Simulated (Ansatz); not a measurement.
## Na3Sb: band gap against strain

Na3Sb (P6_3/mmc, 28.878 Å³/atom and stress up to 0.01 GPa in the relaxed cell, c along z) under an equal strain ε in the (0001) plane with the normal axis free, as in a coherent film. PBEsol in Ansatz, a plane-wave DFT program (PAW, default set), 420 eV, 10×10×5 Γ-centred mesh, Fermi-Dirac smearing 0.05 eV; ions are relaxed, or left where forces stay under 0.02 eV/Å, within the symmetry of each cell. Gaps are the smallest over the k-mesh and a band path, without spin-orbit coupling; in all rows the valence edge lies at Γ and the conduction edge at Γ.

Here s stands for strain and Eg for gap.

| strain (%) | gap (eV) |
|---|---|
| -3.00 | ? |
| -2.25 | 0.470 |
| -1.50 | 0.459 |
| -0.75 | 0.445 |
| 0.00 | 0.427 |

Fit Eg against s with a straight line, and predict the withheld value at s = -3.00.

Means: s -1.1250, Eg 0.4503. About the means, the sum of products is -0.053625 and the sum of squares of s is 2.8125; the slope is their ratio. Least squares gives Eg = 0.4288 - 0.01907·s. Residuals (row less fit): -0.0017, 0.0016, 0.0019, -0.0018; standard error 0.0025 (degrees of freedom: 2). Over these rows the gap moves by -1.9 ± 0.1 eV per unit strain. At the withheld row, Eg = 0.4288 - 0.01907 × (-3.00) = 0.4860 eV. The calculation gives 0.477 eV, 0.0090 eV below the prediction (18.0 % of the range of Eg in the table). The row lies outside the fitted rows, so this is an extrapolation. From the scatter of the fitted rows alone, a prediction at this place has a standard error of 0.0039 eV, so the miss is 2.3 times that.

The start is a measured cell from the literature; how it stands against other phases or cation orders wasn't checked. Spin-orbit coupling is left out, which can shift this property for Na3Sb. Rows are the converged runs of the series near zero and its far end; series whose fitted rows scatter by over a few per cent of the range, as at a crossing or softening among them, aren't shown in this form, nor equations of state whose B0' disagrees with the runs' pressures. Most that stay on the fit to the last digits aren't either.
